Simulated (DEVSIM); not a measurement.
Structure: abrupt Ge p-n junction, at 400 K.

| layer (left to right) | material | thickness (μm) | Nd (cm⁻³) | Na (cm⁻³) | τn (s) | τp (s) |
|---|---|---|---|---|---|---|
| 1 | Ge | 7.70 | - | 3e16 | 2.7e-7 | 2.7e-7 |
| 2 | Ge | 100 | 4.2e17 | - | 2.7e-7 | 2.7e-7 |

Left contact: ohmic. Right contact: ohmic. Voltage is applied to the left contact. Recombination: SRH at mid-gap, radiative. Mobility is μmin + (μ − μmin)/(1 + (N/Nref)^α).

This is a model device: material constants are rounded textbook-type values typed into the input, and sizes, dopings and lifetimes were drawn at random. Values at 300 K; Nc and Nv go as T^1.5, mobilities as T to minus their exponent, the gap by Varshni's rule with the affinity fixed.

| parameter | Ge |
|---|---|
| gap (eV) | 0.664 |
| affinity (eV) | 4 |
| permittivity | 16 |
| Nc (cm⁻³) | 1.04e19 |
| Nv (cm⁻³) | 6e18 |
| μn (cm²/Vs) | 3900 |
| μp (cm²/Vs) | 1900 |
| μn,min | 150 |
| μp,min | 100 |
| Nref,n | 2.6e17 |
| Nref,p | 4e17 |
| αn | 0.56 |
| αp | 0.6 |
| T exponent of μn | 1.66 |
| T exponent of μp | 2.33 |
| B (cm³/s) | 6.4e-14 |
| Varshni α (eV/K) | 0.000477 |
| Varshni β (K) | 235 |

Model (solved in DEVSIM): 1D drift-diffusion, Boltzmann statistics, complete ionisation; no tunnelling, impact ionisation, image-force lowering or self-heating.

The doping Na of layer 1 was swept, all else fixed.

| doping Na of layer 1 (cm^-3) | largest field in the device at zero bias (V/cm) | potential step across the device at zero bias (V) | dark forward voltage at 100 A/cm² (V) |
|---|---|---|---|
| 9e14 | 35000 | 0.207 | 0.099 |
| 3e15 | 36000 | 0.228 | 0.115 |
| 9e15 | 38000 | 0.260 | 0.141 |
| 3e16 | 47000 | 0.301 | 0.180 |
| 9e16 | 70000 | 0.339 | 0.220 |
| 3e17 | 110000 | 0.380 | 0.267 |
| 9e17 | 150000 | 0.418 | 0.305 |

From the first row to the last the largest field in the device at zero bias goes from 35000 to 150000. From the first row to the last the potential step across the device at zero bias goes from 0.207 to 0.418.
